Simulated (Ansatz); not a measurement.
The starting structures come from a database of crystals and need not be the phases stable at ambient conditions.

By LDA and PBEsol, the system below comes out a metal.

```
CELL_PARAMETERS angstrom
      3.07005     0.00000     0.00000
     -1.53503     2.65874     0.00000
      0.00000     0.00000     4.67843
ATOMIC_POSITIONS crystal
  W  0.33333 0.66667 0.74633
  W  0.66667 0.33333 0.25367
  C  0.00000 0.00000 0.00000
```

Space group of this cell: P-3m1. The cell is taken as given; by PBEsol its mean pressure is -10.2 GPa.

The current runs along the normal of the first two printed vectors, the (001) plane. All runs by Ansatz (a program for electronic structure), plane waves and PAW, without spin-orbit coupling; the base is PBEsol.

```csv
run,mean pressure (GPa),"G/A, both spins (10¹⁵ S/m²)"
base,-10.2,1.13
all lengths scaled by 0.98,11.6,1.16
all lengths scaled by 1.02,-26.5,___
lda in place of pbesol,-15.6,1.11
"lengths across the current scaled by 0.98, ions clamped",3.4,1.17
"lengths across the current scaled by 1.02, ions clamped",-21.3,1.08
"lengths along the current scaled by 0.97, ions clamped",0.5,___
"lengths along the current scaled by 1.03, ions clamped",-19.1,1.13
```

Problem. Complete the blanks.

Solution. 
- all lengths scaled by 1.02, G/A, both spins (10¹⁵ S/m²): 1.06
- lengths along the current scaled by 0.97, ions clamped, G/A, both spins (10¹⁵ S/m²): 1.14
